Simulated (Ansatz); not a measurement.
For rock-salt ZrN, PBE (Ansatz, a quantum-chemistry and plane-wave program, plane waves, PAW) gives:

```
Property               Value
-------------------  -------
lattice parameter a  4.595 Å
bulk modulus         249 GPa
```

Question: What does PBE0 (Ansatz, PAW) give for the same quantities?

Answer: 
- lattice constant a: 4.562 Å (falls by 0.7 %)
- bulk modulus: 274 GPa (goes up by 10 %)

For comparison: lattice constant a 4.575 Å (measured, temperature not stated, not corrected to a static lattice, relaxed epitaxial film; as tabulated in Mei et al., J. Vac. Sci. Technol. A 31, 061516 (2013)); bulk modulus 248 GPa (measured, room temperature, no zero-point or thermal correction, sources range from 215 to 248; as tabulated in Synthesis of Binary Transition Metal Nitrides, Carbides and Borides from the …).

Changes are worked out from the printed values.

Unless a cell is named, each level is at its own relaxed cell (PBE 12.13, PBE0 11.87 Å³/atom).

Ansatz's density-functional and Hartree–Fock values are scalar-relativistic unless marked +SOC, with PAW data made under PBE.
